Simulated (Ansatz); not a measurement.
**Hypothetical P6_3/mmc PbS under a change: biaxial strain +1.59 %, plane normal [001], relaxed out of plane**

Start from PbS (space group P6_3/mmc, No. 194; a = 5.001 Å, c = 5.982 Å; a hypothetical phase, not in the database extracts checked). Axes: x lies along a and z along c of the hexagonal cell.

Now apply this change: biaxial strain +1.59 %, plane normal [001], relaxed out of plane (Cartesian); in-plane vectors clamped, the third vector and the atoms free.

All numbers come from plane-wave PAW DFT at the r2SCAN level (Ansatz, a first-principles code, 500 eV), scalar-relativistic without spin-orbit coupling. Settings: 8×8×6 k-points, 0.05 eV Fermi–Dirac smearing.

- Volume per atom: 33.29 Å³ (base 32.40 Å³)
- Shortest interatomic distance: 5.543 bohr (base 5.457 bohr)
- Pressure (mean of the normal stresses, compression positive): -1.06 GPa (base -0.01 GPa)
- Band gap: 1.79 eV (base 1.73 eV)
- Gap character: direct at H (base direct at H)
- Width of the top valence band: 1.89 eV (base 2.02 eV)
- Out-of-plane strain: -0.42 %
- Ratio −ε⊥/ε∥: 0.27

Final structure (turned so that z lies along the plane normal):

```yaml
crystal:
  lattice:
    - [5.08074, 0.00000, 0.00000]
    - [2.54037, 4.40005, 0.00000]
    - [0.00000, 0.00000, 5.95706]
  atoms:
    - { symbol: Pb, position: [0.66667, 0.66667, 0.25000] }
    - { symbol: Pb, position: [0.33333, 0.33333, 0.75000] }
    - { symbol: S, position: [0.66667, 0.66667, 0.75000] }
    - { symbol: S, position: [0.33333, 0.33333, 0.25000] }
```

Spin-orbit coupling, missing from the scalar runs, can matter with Pb. No phonon test of stability was made. The base started in P6_3mc and relaxed to P6_3/mmc at this level.
